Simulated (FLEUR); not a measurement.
Troubleshooting FLEUR: a failed run on LaTe (Fm-3m, 2 atoms in the cell). The aim is a self-consistent single point with DFT, PBEsol, all-electron FLAPW (FLEUR), scalar-relativistic valence.

Cell that was meant: a = 4.5921 Å, b = 4.5921 Å, c = 4.5921 Å, α = 60.00°, β = 60.00°, γ = 60.00°.

Part of the input:

```xml
   <atomSpecies>
      <species name="Lanthanum (La)" element="La" atomicNumber="57">
         <mtSphere radius="2.68" gridPoints="925" logIncrement="0.014"/>
         <atomicCutoffs lmax="2" lnonsphr="2"/>
         <electronConfig flipSpins="F">
            <coreConfig>(1s1/2) (2s1/2) (2p1/2) (2p3/2) (3s1/2) (3p1/2) (3p3/2) (4s1/2) (3d3/2) (3d5/2) (4p1/2) (4p3/2) (4d3/2) (4d5/2)</coreConfig>
            <valenceConfig>(5s1/2) (5p1/2) (5p3/2) (6s1/2) (5d3/2) (5d5/2)</valenceConfig>
[...]
      </species>
      <species name="Tellurium (Te)" element="Te" atomicNumber="52">
         <mtSphere radius="2.68" gridPoints="925" logIncrement="0.014"/>
         <atomicCutoffs lmax="2" lnonsphr="2"/>
         <electronConfig flipSpins="F">
            <coreConfig>(1s1/2) (2s1/2) (2p1/2) (2p3/2) (3s1/2) (3p1/2) (3p3/2) (4s1/2) (3d3/2) (3d5/2) (4p1/2) (4p3/2)</coreConfig>
            <valenceConfig>(5s1/2) (4d3/2) (4d5/2) (5p1/2) (5p3/2)</valenceConfig>
```

Log, with long lists cut:

```
      Welcome to FLEUR        (www.flapw.de)
      MaX-Release 8.1          (www.max-centre.eu)

 ========== k-point set info ==========
 Selected k-point list: default-1
 k-point list type: mesh
 7 x 7 x 7
 Number of k points: 20

 ------------Calculation Setup---------------------------
           1           2           4           5          10          20
 Number of basis functions:          464
************FLEUR-Warning*****************
Error message: Too low eigenvalue detected
Error occurred in subroutine: fermi
Hint: If the lowest eigenvalue is more than 1Htr below the lowest energy parameter, you probably have picked up a ghoststate
Error from PE:0/1
Warnings not ignored. To make the warning nonfatal create a file 'JUDFT_WARN_ONLY' in the working directory or start FLEUR with the -warn_only command line option.
```

Question: Read the log: what does the program object to, and what is the fix?

Answer: The fault is too low an angular cutoff in the spheres; here the program stops on it instead of giving results. To fix it, raise the angular cutoff. The program stopped with an error.

An input that runs soundly differs in these lines (not the only fix; some lines may just follow from the change or write a value another way):
```diff
-         <atomicCutoffs lmax="2" lnonsphr="2"/>
+         <atomicCutoffs lmax="10" lnonsphr="8"/>
-         <atomicCutoffs lmax="2" lnonsphr="2"/>
+         <atomicCutoffs lmax="10" lnonsphr="8"/>
```

With that input, the run converged in 15 iterations: total energy -416022.2762 eV; Fermi level (on the code's own zero) 9.33 eV (DFT, PBEsol, all-electron FLAPW (FLEUR), scalar-relativistic valence).

On the sound input: the starting cell comes from a database of computed structures (which also holds hypothetical and non-ambient phases and stackings), without a prior relaxation at this level. Values depend on the basis (sphere radii, cutoffs, local orbitals), which need not be converged.
